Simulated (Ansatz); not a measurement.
For PtSn (P6_3/mmc), PBEsol, DFPT electron-phonon coupling, linearised Boltzmann equation run with Ansatz (a first-principles code) gives a transport coupling λ_tr = 0.336 and a Drude plasma energy ħω_p = 7.93 eV along y (a = (4.13, 0.00, 0.00) Å; b = (-2.06, 3.57, 0.00) Å; c = (0.00, 0.00, 5.43) Å).

**Question.** Estimate the resistivity at 300 K from the high-temperature formula ρ = 2π λ_tr k_B T / (ħ ε₀ ω_p²), and say how the full Boltzmann solution compares.

**Answer.** The scattering rate is 1/τ = 2π λ_tr k_B T/ħ = 8.29e13 s⁻¹ and ω_p = 1.20e16 s⁻¹, so ρ ≈ 6.45 μΩ·cm. The Boltzmann solution gives 6.23 μΩ·cm, 0.96 times the estimate.

A metal at this level (no band gap). Only scattering by harmonic phonons is included (no impurities, grain boundaries, electron-electron scattering or thermal expansion). Spin-orbit coupling is left out, which matters with elements this heavy. Halving the electron mesh (24x24x16) moves the resistivity by up to 2 % at 300 K, the coupling by up to 2 %. Smearing 0.20 eV; phonons on a 4x4x3 q mesh, which this run doesn't test.

Formula and space group known from diffraction (Crystallography Open Database), not checked to be the room-temperature form: PtSn (P6_3/mmc).
